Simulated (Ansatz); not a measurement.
The parent structure is GaSb in the zinc blende structure (space group F-43m, No. 216; a = 6.1115 Å). Axes: x, y, z lie along the cube axes.

Level of theory: PBEsol (Ansatz, a quantum-chemistry and plane-wave program, PAW, no spin-orbit coupling).

Before the change:

- Volume per atom = 28.53 Å³

It is then changed as follows: tensile biaxial strain of 1.00 % in the plane normal to [001], as in epitaxy on a mismatched substrate; the out-of-plane cell vector and the atoms relax.

Task: How does this affect the volume per atom?

Result: The volume per atom rises by 0.304 Å³ to 28.84 Å³.

Task: What does the calculation give for the energy relative to the base after the change?

Result: The energy grows by 1.5 meV/atom.

Stability against distortions was not tested. All final runs are without spin polarisation.
